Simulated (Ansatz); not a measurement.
Cells marked so need not be the phases stable at ambient conditions, and some may be hypothetical.

The gap is the functional's own, uncorrected, and κ follows it; spin-orbit coupling is left out. Mid-gap values are interpolated between the computed energies.

A. Na$_{2}$H$_{4}$Pd (I4/mmm, not sure to be the ambient phase, 7 atoms a cell, 12.9 Å³ an atom), along the normal of (111)
B. CaZnF₄ (I4_1/a, not sure to be the ambient phase, 12 atoms a cell, 12.7 Å³ an atom), along the normal of (100)
C. KSc(MoO4)2 (P-3m1, not sure to be the ambient phase, 12 atoms a cell, 18.5 Å³ an atom, -6 GPa at this level), along the normal of (110)

Q: Rank these by mid-gap decay constant of the slowest evanescent state (lowest first), as r2SCAN (Ansatz, an electronic-structure program) gives it.

A: A (0.32 1/Å), C (0.43 1/Å), B (0.50 1/Å)
